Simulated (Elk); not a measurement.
A working Elk input for Sc3Mo (Fm-3m, 4 atoms in the cell) (DFT, PBE, all-electron FP-LAPW, Elk's shipped species files, APW+lo basis with extra local orbitals):

```
tasks
  0

xctype
  20

rgkmax
  7.5

gmaxvr
  14.0

nxlo
  2

lorbcnd
  .true.

lmaxi
  2

stype
  3

swidth
  0.00367493

scale
  1.889726125

avec
    0.0000000000    3.7593040000    3.7593040000
    3.7593040000    0.0000000000    3.7593040000
    3.7593040000    3.7593040000    0.0000000000

atoms
  2   : nspecies
  'Mo.in'   : spfname
  1   : natoms; atposl, bfcmt below
  0.0000000000  0.0000000000  0.0000000000    0.0 0.0 0.0
  'Sc.in'   : spfname
  3   : natoms; atposl, bfcmt below
  0.5000000000  0.5000000000  0.5000000000    0.0 0.0 0.0
  0.2500000000  0.2500000000  0.2500000000    0.0 0.0 0.0
  0.7500000000  0.7500000000  0.7500000000    0.0 0.0 0.0

ngridk
  5 5 5
```

The run converged in 20 iterations: free energy E − TS -172585.9174 eV; pressure from finite strains at a fixed basis (rough; not comparable with other codes) -14.01 GPa; Fermi level (on the code's own zero) 5.13 eV. Each of these slips is then made, one at a time:

(1)
```diff
+
+nempty
+  0.2
```

(2)
```diff
+vkloff
+  1.0 1.0 1.0
+
```

(3)
```diff
-  1   : natoms; atposl, bfcmt below
+  2   : natoms; atposl, bfcmt below
+  0.0000000000  0.0000000000  0.0000000000    0.0 0.0 0.0
```

How does each altered input end?


(1) Too few bands. The run converged in 20 iterations, and against the sound input the free energy stays essentially unchanged (within 1 meV/atom).

(2) A mesh shift typed as a flag of 1. The program stopped before any SCF iteration, with the message: Error(readinput): vkloff components should be in [0,1) : 1.000000000 1.000000000 1.000000000.

(3) One atom entered twice. The program stopped before any SCF iteration.
```
Error(checkmt): muffin-tin radius too small for species    1 (Mo)
 Radius :  -0.2500000000E-01
```

The starting cell was generated: these elements placed on a structure prototype, without a prior relaxation; it need not be a known phase or ordering of this composition. Spin polarisation is off. Values depend on the basis (sphere radii, cutoffs, local orbitals), which need not be converged.

Left out of this page: 4 runs of the series outside the window shown, repeating another row's setting, or not comparable.
